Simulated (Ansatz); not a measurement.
1T (CdI2-type) MgI2 was calculated with PBE-D4 in Ansatz (PAW).

Numerical settings: plane-wave cutoff 520 eV, 12×12×6 k mesh (along the axes of the cell as run), scalar-relativistic PAW data made under PBE.

Cell (relaxed at this level):

```
CELL_PARAMETERS angstrom
      4.13136     0.00000     0.00000
     -2.06568     3.57786     0.00000
      0.00000     0.00000     6.84128
ATOMIC_POSITIONS crystal
  Mg 0.00000 0.00000 0.00000
  I  0.33333 0.66667 0.24487
  I  0.66667 0.33333 0.75513
```

Problem. What does this level give for the elastic constant C13, elastic constant C12, Poisson ratio, elastic constant C11, elastic constant C33, elastic constant C44 and elastic constant C66?

Solution. 
- elastic constant C13: 6.45 GPa
- elastic constant C12: 14.0 GPa
- Poisson ratio: 0.253
- elastic constant C11: 49.3 GPa
- elastic constant C33: 22.3 GPa
- elastic constant C44: 5.72 GPa
- elastic constant C66: 17.6 GPa

Note: the dispersion coefficients are held fixed in the derivatives.

Elastic constants are with the ions relaxed.

Spin–orbit coupling is not included.

Static lattice: no zero-point or thermal effects.

It cost around 30 core-minutes (rough) of CPU time.

Ansatz is a quantum-chemistry and plane-wave program.
